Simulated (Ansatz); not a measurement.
Start from BP in the zinc blende structure (space group F-43m, No. 216; a = 4.520 Å). Axes: x, y, z lie along the cube axes.

Now apply this change: strain tensor (xx, yy, zz, yz, xz, xy) = (+1.35, +0.35, −0.26, +1.35, −0.31, −1.29) %, atoms relaxed at fixed cell.

Levels (all Ansatz, an electronic-structure program, PAW): PBEsol (420 eV, scalar-relativistic without spin-orbit coupling); r2SCAN (500 eV, without spin-orbit coupling); HSE06 (420 eV, spin-orbit coupling left out).

One geometry, relaxed with PBEsol, under each level:

```tsv
level	band gap	lowest conduction level above the VBM at special points	pressure
PBEsol	0.79 eV	V 0.81 eV; T 0.98 eV; U 1.03 eV; Γ 2.81 eV	-2.20 GPa
r2SCAN	1.06 eV	V 1.09 eV; T 1.27 eV; U 1.30 eV; Γ 3.03 eV	-0.41 GPa
HSE06	___	___	–
```

### Question
Give the withheld HSE06 results.

### Answer

- HSE06, band gap: 1.62 eV
- HSE06, lowest conduction level above the VBM at special points: V 1.64 eV; T 1.82 eV; U 1.86 eV; Γ 3.75 eV

Single points use the geometry relaxed with PBEsol. Their cutoffs differ, which shifts pressures a little. HSE06 was sampled on its mesh, a few special points and the semilocal edge points, so its gap is an upper bound. Stability against distortions was not tested. Labels are those of the standard path for the cell's own space group.
